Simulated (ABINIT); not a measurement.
ABINIT run on GaCu3 (P6_3/mmc, 8 atoms in the cell): self-consistent single point.

Level of theory: LDA (PW92), PAW (JTH v2.0 LDA PAW) (plane waves; ABINIT).

The change in words: lattice scaled by 0.98. Reference geometry:
```
GaCu3
1.0
    5.15739     0.00000     0.00000
   -2.57870     4.46643     0.00000
    0.00000     0.00000     4.20124
Ga Cu
2 6
Direct
  0.33333   0.66667   0.75000
  0.66667   0.33333   0.25000
  0.16539   0.33077   0.25000
  0.83461   0.66923   0.75000
  0.83461   0.16539   0.75000
  0.16539   0.83461   0.25000
  0.66923   0.83461   0.25000
  0.33077   0.16539   0.75000
```

Reference input (self-consistent single point, DFT, LDA (PW92), plane waves, PAW (JTH v2.0 LDA PAW)): pseudos = [Ga.LDA_PW-JTH.xml, Cu.LDA_PW-JTH.xml]; ecut = 30 Ha; pawecutdg = 60 Ha; ixc = 7; occopt = 7; tsmear = 0.00367493 Ha; ngkpt = 5 5 5; nshiftk = 1; shiftk = 0 0 0; potentials = JTH v2.0 LDA PAW; nband = 87; kptopt = 1. This run's input differs from it in these lines:

```diff
@@ -5,5 +5,5 @@
 rprim
-         5.1573901402   -0.0000000325    0.0000000000
-        -2.5786950419    4.4664308949    0.0000000000
-         0.0000000000    0.0000000000    4.2012400000
+         5.0542420180   -0.0000000042    0.0000000000
+        -2.5271210054    4.3771019865    0.0000000000
+         0.0000000000    0.0000000000    4.1172150000
 natom 8
@@ -13,10 +13,10 @@
 xcart
-         0.0000000355    5.6268874101    5.9543947379
-         4.8730274591    2.8134436743    1.9847982460
-         0.0000000176    2.7918083230    1.9847982460
-         4.8730274770    5.6485227615    5.9543947379
-         7.3282779614    1.3959041153    5.9543947379
-        -2.4552504668    7.0444269692    1.9847982460
-         2.4552505556    7.0444269382    1.9847982460
-         2.4177769390    1.3959041462    5.9543947379
+         0.0000000045    5.5143493134    5.8353065597
+         4.7755665930    2.7571746528    1.9451021866
+         0.0000000023    2.7359719836    1.9451021866
+         4.7755665953    5.5355519826    5.8353065597
+         7.1817119408    1.3679859859    5.8353065597
+        -2.4061453432    6.9035379803    1.9451021866
+         2.4061453546    6.9035379764    1.9451021866
+         2.3694212430    1.3679859898    5.8353065597
 ecut 30
```

Log, with long lists cut:

```
--- !BeginCycle
solver: {iscf: 17, nstep: 80, nline: 4, wfoptalg: 10, }
tolerances: {tolvrs: 1.00E-12, }
...

     iter   Etot(hartree)      deltaE(h)  residm     nres2
 ETOT  1  -1330.6419197945    -1.331E+03 4.260E+01 9.436E+01
 ETOT  2  -1347.4857426180    -1.684E+01 1.300E-01 1.122E+02
 ETOT  3  -1347.2831512789     2.026E-01 5.715E-02 1.585E+01
 ETOT  4  -1347.2795462334     3.605E-03 3.170E-02 8.239E+00
 ETOT  5  -1347.2698584847     9.688E-03 1.191E-02 1.418E+00
   [... 21 lines left out ...]
 ETOT 27  -1347.2649076601    -2.001E-11 5.116E-05 3.220E-11
 ETOT 28  -1347.2649076601     6.139E-12 4.077E-05 3.444E-11
 ETOT 29  -1347.2649076601    -2.274E-12 2.947E-05 6.629E-12
 ETOT 30  -1347.2649076601     1.569E-11 2.327E-05 1.715E-13
 At SCF step   30       nres2   =  1.71E-13 < tolvrs=  1.00E-12 =>converged.

 Cartesian components of stress tensor (hartree/bohr^3)
  sigma(1 1)= -8.68537187E-05  sigma(3 2)=  0.00000000E+00
  sigma(2 2)= -8.68537159E-05  sigma(3 1)=  0.00000000E+00
  sigma(3 3)= -5.76423145E-05  sigma(2 1)=  8.27921904E-13

 ----iterations are completed or convergence reached----

 reduced coordinates (array xred) for    8 atoms
       0.333333331145      0.666666664487      0.749999997821
       0.666666664479      0.333333331154      0.249999997821
       0.165384998547      0.330769999289      0.249999997821
       0.834614997078      0.669229996351      0.749999997821
       0.834614997078      0.165384998555      0.749999997821
       0.165384998547      0.834614997086      0.249999997821
   [... lines left out ...]
 Fermi (or HOMO) energy (eV) =   8.79437   Average Vxc (eV)= -12.33286
   [... lines left out ...]
'-kT*entropy'       : -2.68464185408713E-04
total_energy        : -1.34726490760509E+03
total_energy_eV     : -3.66609425619495E+04
...

-Cartesian components of stress tensor (GPa)         [Pressure=  2.2688E+00 GPa]
- sigma(1 1)= -2.55532420E+00  sigma(3 2)=  0.00000000E+00
- sigma(2 2)= -2.55532411E+00  sigma(3 1)=  0.00000000E+00
- sigma(3 3)= -1.69589516E+00  sigma(2 1)=  2.43582993E-08

 Calculation completed.
```

The run converged in 30 iterations. 

The starting cell comes from a database of computed structures (which also holds hypothetical and non-ambient phases and stackings), without a prior relaxation at this level. For this run, on top of that: lattice scaled by 0.98. Spin polarisation is off.

These are the values that this program gave, and no reference: the one-centre exchange-correlation terms come from a truncated expansion.

Cost on one core of a shared machine: roughly 8 min.
